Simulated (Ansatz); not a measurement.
# Si₇Ge: finite-temperature simulation (1480 K)

System: composition Si7Ge, cell Si56Ge8, brought to this temperature after a much hotter stage, at a temperature that wasn't checked against the liquidus, so perhaps supercooled [in the run: it was liquid; mean temperature 1561 K (target 1480 K); density 2.92 g/cm³].

Calculation: PBE (plane waves, PAW; Ansatz, a quantum-chemistry and plane-wave program).

| Property | Result |
|---|---|
| number of atoms | 64 |
| time step | 2.0 fs; target pressure 0 GPa |
| sampled time | 8.0 ps (NVE); in preparation the cell's shape was held |
| plane-wave cutoff | 420 eV |
| k-points | one point, (1/4, 1/4, 1/4) |
| Fermi-Dirac width | 0.128 eV |
| spin | not polarised; no spin-orbit coupling |

- mean temperature = 1561 ± 4 K
- mean pressure = 0.18 ± 0.04 GPa
- volume per atom = 19.1 Å³
- density = 2.92 g/cm³
- first peak of g(Ge-Ge) = 2.57 Å, height 1.4
- first minimum of g(Ge-Ge) = near 3.9 Å
- first peak of g(Ge-Si) = 2.55 Å, height 2.0
- first minimum of g(Ge-Si) = near 3.5 Å
- first peak of g(Si-Si) = 2.46 Å, height 2.4
- first minimum of g(Si-Si) = near 3.3 Å
- coordination of Ge (bonds up to Ge-Ge 3.94, Ge-Si 3.50 Å) = 9.0 (9-fold 29 %, 10-fold 21 %, 8-fold 21 %)
- coordination of Si (bonds up to Ge-Si 3.50, Si-Si 3.30 Å) = 7.5 (7-fold 29 %, 8-fold 28 %, 6-fold 16 %)
- Si-Si-Si angle = mean 98°, spread 33°, most frequent near 56°
- Ge-Si-Si angle = mean 98°, spread 33°, most frequent near 82°
- Ge-Ge-Si angle = mean 96°, spread 34°, most frequent near 88°
- Si-Ge-Si angle = mean 97°, spread 34°, most frequent near 50°
- state = all species diffuse (liquid)
- diffusion coefficient of Ge (no finite-size correction) = 21 × 10⁻⁵ cm²/s (± 3)
- diffusion coefficient of Si (no finite-size correction) = 22 × 10⁻⁵ cm²/s (± 3)
- mean vibrational (phonon) frequency = 4.9 THz

Preparation at the same level, by Langevin dynamics: ease 0.15 ps at 1402 K; melt 0.73 ps at 2805 K, volume free at 4 GPa; cool 0.30 ps from 2805 to 1897 K (3000 K/ps); cool 0.78 ps from 1897 to 1480 K (530 K/ps), volume free; settle 1.88 ps at 1480 K, volume free; hold 0.43 ps at 1480 K. The atoms began on random sites, so units and networks may differ from a laboratory melt's. Atoms moved only 3.1 Å² (mean square) in the hot stage, so mixing may be incomplete. On the run's last frame a denser k-mesh moved the forces by 0.114 eV/Å rms, the static pressure by 0.14 GPa and the free energy by 9 meV/atom, which is about how far such values are converged. Warnings of the run: stress scf threshold loose, symmetry auto disabled.

The run lasts picoseconds, in a cell of about a nanometre.
